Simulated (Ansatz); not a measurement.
The starting structures come from a database of crystals and need not be the phases stable at ambient conditions.

Input:

```xyz
4
Lattice="2.8814 0.0000 0.0000 -1.4407 2.4953 0.0000 1.4407 0.8318 5.1467" Properties=species:S:1:pos:R:3 pbc="T T T"
Na     0.0000     0.0000     0.0000
Co     0.0000     1.6636     2.5733
O      1.4407     2.4953     3.5603
O      1.4407     0.8318     1.5863
```

Space group of this cell: R-3m. The cell is taken as given; by PBEsol its mean pressure is -1.2 GPa.

Transport runs along the normal of the first two printed cell vectors, the (001) plane of the conventional cell.

The gap is the functional's own, uncorrected, and κ follows it; spin-orbit coupling is left out. Mid-gap values are interpolated between the computed energies.

Q: Predict the band gap and the smallest decay constant κ at mid-gap from PBEsol in Ansatz (a program for electronic structure).

A: Gap 0.86 eV on a 12×12×12 mesh; κ = 0.311 1/Å, at (0.250, 0.000) of the in-plane reciprocal vectors. At the zone centre, at the nearest computed energy, the slowest state has κ = 0.64 1/Å.
